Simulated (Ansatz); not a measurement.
## Response to strain in HfC

Consider HfC in the rock salt structure (space group Fm-3m, No. 225; relaxed with 0.1 eV smearing).

```yaml
crystal:
  lattice:
    - [0.00000, 2.32565, 2.32565]
    - [2.32565, 0.00000, 2.32565]
    - [2.32565, 2.32565, 0.00000]
  atoms:
    - { symbol: Hf, position: [0.00000, 0.00000, 0.00000] }
    - { symbol: C, position: [0.50000, 0.50000, 0.50000] }
```

Strains are applied to the cell and any free atomic positions relax.

Computed with PBE (Ansatz, a quantum-chemistry and plane-wave program, PAW, spin-orbit coupling left out).

Notes on the quantities. energy relative to the base: free energy F.

```
case                      shortest interatomic distance  energy relative to the base   pressure
------------------------  -----------------------------  ---------------------------  ---------
base                                           232.6 pm                   0 meV/atom    0.0 GPa
isotropic strain −3.00 %                       225.6 pm                 +81 meV/atom   25.6 GPa
isotropic strain −2.50 %                       226.8 pm                 +56 meV/atom   20.6 GPa
isotropic strain −2.00 %                       227.9 pm                            …   16.0 GPa
isotropic strain −1.50 %                       229.1 pm                 +19 meV/atom          …
isotropic strain −1.00 %                       230.2 pm                +8.5 meV/atom          …
isotropic strain +0.50 %                       233.7 pm                +2.0 meV/atom   -3.4 GPa
isotropic strain +1.00 %                       234.9 pm                +8.0 meV/atom   -6.6 GPa
isotropic strain +1.50 %                       236.1 pm                 +18 meV/atom   -9.6 GPa
isotropic strain +3.00 %                       239.5 pm                 +68 meV/atom  -17.4 GPa
```

Question: Some entries are withheld; estimate them.

Answer: 
- isotropic strain −2.00 %, energy relative to the base: +35 meV/atom
- isotropic strain −1.50 %, pressure: 11.6 GPa
- isotropic strain −1.00 %, pressure: 7.5 GPa

Stability against distortions was not tested. The final runs are not spin-polarised.
